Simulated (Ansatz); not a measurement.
Electronic density of states of amorphous germanium (Ge$_{48}$), density 4.89 g/cm³, on a 2×2×2 Γ-centred mesh with a Gaussian width of 0.1 eV; energies count from the Fermi level. Cell and mesh are small, so fine structure isn't converged. These are PBE, scalar-relativistic without spin-orbit coupling (plane waves to 420 eV, PAW; Ansatz, an electronic-structure program) values and carry that method's errors. Sampling: a 2×2×2 Γ-centred mesh; Fermi-Dirac width 0.05 eV; no spin polarisation. The levels at the Fermi energy are partly filled. A closed spacing in one fast-quenched cell at PBE doesn't show the material to be a metal.

A CHGNet melt-quench gave the starting glass, which DFT then relaxed. The hot cell started wider than the set density and was brought back towards it in steps. It is the lowest in DFT energy of 4 quenches. It is a model cell: composition and starting density were chosen by hand, and all elements were melted together. No dispersion term was used. A short ab initio anneal came between quench and relaxation. Its density started from a set value of 4.89 and ended at 4.89 g/cm³. The simulated quench (nominally 64 K/ps over its main leg) is rapid and tends to freeze in more defects than a deposited or slowly cooled glass has. A cell of this size samples the disorder only roughly. The volume was held where the preparation left it, at a PBE pressure of -1.3 GPa (tension). Stress components on the final sampling reach 2.0 GPa. On a 2×2×2 Γ-centred mesh force components of up to 0.31 eV/Å stay, since the relaxation ran on one k-point at (1/4, 1/4, 1/4).

(E - EF (eV), states/(eV atom)): (-12.00, 0.07); (-11.90, 0.12); (-11.80, 0.15); (-11.70, 0.19); (-11.60, 0.18); (-11.50, 0.13); (-11.40, 0.15); (-11.30, 0.15); (-11.20, 0.10); (-11.10, 0.18); (-11.00, 0.23); (-10.90, 0.26); (-10.80, 0.29); (-10.70, 0.31); (-10.60, 0.36); (-10.50, 0.33); (-10.40, 0.29); (-10.30, 0.30); (-10.20, 0.25); (-10.10, 0.18); (-10.00, 0.24); (-9.90, 0.33); (-9.80, 0.43); (-9.70, 0.40); (-9.60, 0.38); (-9.50, 0.41); (-9.40, 0.37); (-9.30, 0.30); (-9.20, 0.29); (-9.10, 0.36); (-9.00, 0.36); (-8.90, 0.29); (-8.80, 0.19); (-8.70, 0.22); (-8.60, 0.25); (-8.50, 0.25); (-8.40, 0.32); (-8.30, 0.37); (-8.20, 0.35); (-8.10, 0.33); (-8.00, 0.30); (-7.90, 0.28); (-7.80, 0.26); (-7.70, 0.21); (-7.60, 0.23); (-7.50, 0.25); (-7.40, 0.30); (-7.30, 0.34); (-7.20, 0.31); (-7.10, 0.33); (-7.00, 0.33); (-6.90, 0.26); (-6.80, 0.23); (-6.70, 0.26); (-6.60, 0.31); (-6.50, 0.28); (-6.40, 0.24); (-6.30, 0.29); (-6.20, 0.29); (-6.10, 0.28); (-6.00, 0.28); (-5.90, 0.25); (-5.80, 0.22); (-5.70, 0.21); (-5.60, 0.24); (-5.50, 0.29); (-5.40, 0.30); (-5.30, 0.24); (-5.20, 0.21); (-5.10, 0.21); (-5.00, 0.27); (-4.90, 0.27); (-4.80, 0.19); (-4.70, 0.13); (-4.60, 0.10); (-4.50, 0.12); (-4.40, 0.10); (-4.30, 0.04); (-4.20, 0.01); (-4.10, 0.06); (-4.00, 0.17); (-3.90, 0.25); (-3.80, 0.31); (-3.70, 0.41); (-3.60, 0.45); (-3.50, 0.46); (-3.40, 0.46); (-3.30, 0.42); (-3.20, 0.45); (-3.10, 0.39); (-3.00, 0.46); (-2.90, 0.61); (-2.80, 0.61); (-2.70, 0.56); (-2.60, 0.64); (-2.50, 0.64); (-2.40, 0.61); (-2.30, 0.59); (-2.20, 0.55); (-2.10, 0.54); (-2.00, 0.62); (-1.90, 0.68); (-1.80, 0.71); (-1.70, 0.66); (-1.60, 0.63); (-1.50, 0.53); (-1.40, 0.58); (-1.30, 0.65); (-1.20, 0.64); (-1.10, 0.61); (-1.00, 0.46); (-0.90, 0.44); (-0.80, 0.49); (-0.70, 0.49); (-0.60, 0.44); (-0.50, 0.36); (-0.40, 0.34); (-0.30, 0.35); (-0.20, 0.31); (-0.10, 0.23); (0.00, 0.31); (0.10, 0.34); (0.20, 0.32); (0.30, 0.30); (0.40, 0.22); (0.50, 0.25); (0.60, 0.43); (0.70, 0.51); (0.80, 0.43); (0.90, 0.39); (1.00, 0.43); (1.10, 0.43); (1.20, 0.46); (1.30, 0.48); (1.40, 0.39); (1.50, 0.41); (1.60, 0.46); (1.70, 0.54); (1.80, 0.51); (1.90, 0.46); (2.00, 0.49); (2.10, 0.57); (2.20, 0.59); (2.30, 0.56); (2.40, 0.57); (2.50, 0.57); (2.60, 0.53); (2.70, 0.56); (2.80, 0.59); (2.90, 0.59); (3.00, 0.60); (3.10, 0.67); (3.20, 0.67); (3.30, 0.60); (3.40, 0.53); (3.50, 0.54); (3.60, 0.62); (3.70, 0.62); (3.80, 0.57); (3.90, 0.63); (4.00, 0.70)
